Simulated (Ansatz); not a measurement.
The parent structure is MoS$_{2}$ (space group P6_3/mmc, No. 194; layered, stacked along the Cartesian z axis).

```xyz
6
Lattice="3.1090 0.0000 0.0000 -1.5545 2.6925 0.0000 0.0000 0.0000 11.7090" Properties=species:S:1:pos:R:3 pbc="T T T"
Mo     1.5545     0.8975     2.9272
Mo     0.0000     1.7950     8.7817
S      1.5545     0.8975    10.3450
S      0.0000     1.7950     4.4905
S      0.0000     1.7950     1.3640
S      1.5545     0.8975     7.2185
```

Cartesian axes are those of the cell as printed.

The values are results of plane-wave PAW DFT at the PBEsol-D3(BJ) level (Ansatz, a first-principles code, 420 eV), without spin-orbit coupling, not measurements.

Base values:

```
Property                               Value
---------------------  ---------------------
Valence-band top at Γ  0.00, -0.96, -1.60 eV
```

The change: the cell is stretched by 1.80 % along z with no lateral relaxation; the atoms relax in the strained cell.

What happens to the valence-band top at Γ?

The valence-band top at Γ (three highest levels, from the VBM) goes from 0.00, -0.96, -1.60 eV to 0.00, -1.06, -1.50 eV.

Estimate the effect on the energy relative to the base.

The energy rises by 1.5 meV/atom.

The levels and masses belong to the bands next to the band gap. Whether these cells are dynamically stable was not tested.
